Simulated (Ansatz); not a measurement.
Amorphous In$_{24}$O$_{38}$Ti

It comes from a melt-quench run on a machine-learned potential (CHGNet), relaxed afterwards by DFT. O atoms were pushed apart under 1.9 Å during the dynamics, to hinder bonds among them. The hot cell started wider than the set density and was brought back towards it in steps. It is the lowest in DFT energy of 2 quenches. It is a model cell: composition and starting density were chosen by hand, and all elements were melted together. No dispersion term was used.

Methods: PBE, scalar-relativistic without spin-orbit coupling (Ansatz, a quantum-chemistry and plane-wave program); r2SCAN, scalar-relativistic without spin-orbit coupling (Ansatz); HSE06, scalar-relativistic without spin-orbit coupling (Ansatz). Geometry, pressure, stress and energy are those of the PBE run. Its sampling: a 2×2×2 Γ-centred mesh; Fermi-Dirac width 0.02 eV; no spin polarisation. Other functionals are single points at the zone centre (r2SCAN at 500 eV; exact exchange cut at the cell's faces), free to take moments where seeds were set. At PBE the levels at the filled edge of the gap are localised (band-tail or defect states).

```json
{
  "number_of_atoms_in_the_cell": "63",
  "Density (held, not predicted)": "6.37 g/cm³",
  "volume_per_atom": "14.12 Å³",
  "Pressure on a 2×2×2 Γ-centred mesh": "-1.52 GPa",
  "Largest force and stress component on that mesh (the relaxation ran on the zone centre alone)": "0.09 eV/Å and 1.6 GPa",
  "Energy relative to bixbyite In2O3 + anatase TiO2 (lowest mix at this level among the phases computed, not always the ambient ones)": "0.159 eV/atom",
  "Level gap on a 2×2×2 Γ-centred mesh (PBE)": "0.44 eV",
  "Level gap at the zone centre (PBE)": "0.50 eV",
  "Level gap at the zone centre (r2SCAN)": "0.97 eV",
  "Level gap at the zone centre (HSE06)": "1.95 eV"
}
```

Neighbours within In-In 3.12 Å, In-O 2.68 Å, In-Ti 3.12 Å, O-O 1.58 Å, O-Ti 2.49 Å, Ti-Ti 3.12 Å count as bonded. Two cations that share two anions don't count as bonded, nor two that share one unless they lie closer than In-In 3.04 Å, In-Ti 3.04 Å, Ti-Ti 3.04 Å.

The mean coordination of In by anions is 5.50 (1 with 4, 10 with 5, 13 with 6), the mean coordination of O comes out as 3.61 (15 with 3, 23 with 4) and the mean coordination of Ti by anions is 5.00 (1 with 5). The mean In-O bond is 2.217 Å (spread 0.105 Å, 132 counted) and the mean O-Ti bond is 1.935 Å (spread 0.066 Å, 5 counted).

Its density started from a set value of 6.37 g/cm³. The quench (nominally 330 K/ps over its main leg) was far faster than any real one, so the model tends to hold more defects than a real film. One small periodic cell is one sample of the glass; other quenches scatter about these values. The volume was held where the preparation left it and the shape relaxed, at a PBE pressure of -1.5 GPa (tension). Stress components on the final sampling reach 1.6 GPa.
